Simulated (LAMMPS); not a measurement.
LAMMPS 22 Jul 2025, classical MD, EAM (Cu_mishin1.eam.alloy): Cu, 2916000 atoms.

| Quantity | Result |
|---|---|
| task | MD, nve |
| potential | EAM, Cu_mishin1.eam.alloy |
| copies of the repeat unit | 90×90×90 |
| shape (slab and sphere leave vacuum in the box) | bulk |
| temperature | 800 K |
| steps | 100 |
| timestep | 2 fs |
| neighbor skin | 2 Å |
| neigh_modify | every 1 delay 0 check yes |
| thermo | 100 |
| newton | on (default) |
| atom_modify sort (bins of 2 Å where set) | 1000 (default) |
| comm_style | brick (default) |
| box | 325.4 × 325.4 × 325.4 Å |
| start | generated fcc lattice, warmed in an untimed run |
| compared values | energy and forces of the first step, drift over the run |

Machine: one whole node, Arm Neoverse V2, 96 cores on 1 socket, no SMT, 1 L3 cache group.

Wall times, medians of two to five repeats, each run alone on the node (launch to exit). Unless noted, each process is bound to its own block of adjacent cores. The build: PyPI wheel: MPICH, OPENMP and OPT packages; another build can shift the numbers. Scratch files lie in a memory file system. A preparatory run goes ahead and isn't timed.

Started as
```bash
# ahead of the timed run: OMP_NUM_THREADS=1 mpirun -np 48 lmp -in in.warm -log none -nocite
OMP_NUM_THREADS=1 mpirun -np 32 lmp -in in.lmp -log log.lammps -nocite
```
(32 ranks, skin = 2 Å) it takes 13 s and 3 neighbour list builds.

### Question
What happens to the run time with skin = 4 Å?

### Answer
About 15 s (2 runs within 1 %): 1.2× as long. List entries an atom go from 73 to 158, Neigh from 0.42 to 0 s and Pair from 11 to 13 s. Neighbour list builds go from 3 to 0. Change in the result: energy equal as printed, forces on 48 atoms equal as printed, drift of the total energy equal as printed.
